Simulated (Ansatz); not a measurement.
KTaO3 under a change: O → F

Take KTaO3 in the cubic perovskite structure (space group Pm-3m, No. 221; a = 3.985 Å) as the base.

One thing is altered: every O is replaced by F; the structure is relaxed again.

Method: DFT with PBEsol, PAW potentials and a 420 eV plane-wave cutoff in Ansatz (a program for electronic structure), spin-orbit coupling left out. Settings: 11×11×11 k-points, 0.05 eV Fermi–Dirac smearing, for the changed cell.

```yaml
volume_per_atom: 15.49 Å³ (base 12.66 Å³)
density: 5.94 g/cm³ (base 7.03 g/cm³)
lattice_parameter_a: 4.263 Å (base 3.985 Å)
space_group: Pm-3m (No. 221) (base Pm-3m (No. 221))
shortest_interatomic_distance: 2.131 Å (base 1.993 Å)
band_gap: zero (base 2.14 eV)
```

Final structure:

```
CELL_PARAMETERS angstrom
      4.26263     0.00000     0.00000
      0.00000     4.26263     0.00000
      0.00000     0.00000     4.26263
ATOMIC_POSITIONS crystal
  K  0.00000 0.00000 0.00000
  Ta 0.50000 0.50000 0.50000
  F  0.00000 0.50000 0.50000
  F  0.50000 0.50000 0.00000
  F  0.50000 0.00000 0.50000
```

With Ta present, leaving out spin-orbit coupling can change the band edges. Stability against distortions was not tested. As relaxed here, KTaF3 is a hypothetical phase, not in the database extracts checked. No Hubbard U is applied, and correlation can decide whether such a compound is a metal. The final runs are not spin-polarised. An odd electron count without spin: KTaF3. KTaF3 has a high density of states at the Fermi level and may be magnetic at this level.
